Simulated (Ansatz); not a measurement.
Base system: a 24-atom supercell of TaC in the rock salt structure (space group Fm-3m, No. 225) at its relaxed geometry.

```xyz
24
Lattice="0.0000 4.4400 4.4400 4.4400 -4.4400 4.4400 4.4400 4.4400 0.0000" Properties=species:S:1:pos:R:3 pbc="T T T"
C      0.0000     0.0000     0.0000
C      2.2200     2.2200     0.0000
C      2.2200     0.0000     2.2200
C      4.4400     2.2200     2.2200
C      4.4400     0.0000     4.4400
C      6.6601     2.2200     4.4400
C      0.0000     2.2200     2.2200
C      2.2200     4.4400     2.2200
C      2.2200     2.2200     4.4400
C      4.4400     4.4400     4.4400
C      4.4400     2.2200     6.6601
C      6.6601     4.4400     6.6601
Ta     2.2200     2.2200     2.2200
Ta     4.4400     4.4400     2.2200
Ta     4.4400     2.2200     4.4400
Ta     2.2200     0.0000     4.4400
Ta     6.6601     2.2200     6.6601
Ta     4.4400     0.0000     6.6601
Ta     2.2200     4.4400     4.4400
Ta     4.4400     6.6601     4.4400
Ta     4.4400     0.0000     2.2200
Ta     2.2200    -2.2200     2.2200
Ta     6.6601     0.0000     4.4400
Ta     4.4400    -2.2200     4.4400
```

Level of theory: plane-wave PAW DFT at the PBEsol level (Ansatz, a program for electronic structure, 420 eV), without spin-orbit coupling.

Before the change:

| Quantity | Result |
|---|---|
| Pressure | -0.1 GPa |
| Mean distance from the defect site to its nearest host atoms | 2.22 Å |

Modification: one Ta atom is removed, atoms relaxed at fixed cell, starting from a slightly rattled geometry.

Question: How does this affect the pressure, largest displacement of a host atom from its site in the perfect cell and mean distance from the defect site to its nearest host atoms?

Answer: The pressure decreases by 3.27 GPa (-0.1 GPa → -3.3 GPa); the largest displacement of a host atom from its site in the perfect cell is 0.11 Å; the mean distance from the defect site to its nearest host atoms grows by 0.04 Å, from 2.22 Å to 2.26 Å.

The cell is small, so the values are those of an ordered compound at a high defect concentration; dilute-limit values will differ. All final runs are without spin polarisation. An odd electron count without spin: Ta11C12 and TaC. The defect cell is not spin-polarised.
